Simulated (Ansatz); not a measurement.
The starting structures come from a database of crystals and need not be the phases stable at ambient conditions.

The decay constant κ of evanescent states in the gap governs leakage through a thin film.

Here is the system:

```
CELL_PARAMETERS angstrom
      7.08964     0.00000     0.00000
     -3.54482     6.13981     0.00000
      0.00000     0.00000     6.26115
ATOMIC_POSITIONS crystal
  Nb 0.19776 0.80224 0.22305
  Nb 0.19776 0.39551 0.22305
  Nb 0.60449 0.80224 0.22305
  S  0.33333 0.66667 0.49835
  Br 0.50271 0.49729 0.95278
  Br 0.50271 0.00542 0.95278
  Br 0.99458 0.49729 0.95278
  Br 0.00000 0.00000 0.99815
  Br 0.83134 0.16866 0.45364
  Br 0.83134 0.66267 0.45364
  Br 0.33733 0.16866 0.45364
```

Space group of this cell: P3m1. The cell was relaxed by PBE-D3(BJ); by r2SCAN its mean pressure is 1.5 GPa.

Transport runs along the normal of the first two printed cell vectors, the (001) plane of the conventional cell.

The gap is the functional's own. No spin-orbit coupling. Mid-gap values are interpolated on the energy grid.

Problem. Give the band gap and the smallest decay constant κ at mid-gap that r2SCAN in Ansatz (a program for electronic structure) yields.

Solution. Gap 0.95 eV on a 6×6×6 mesh; κ = 0.263 1/Å, at the zone centre.
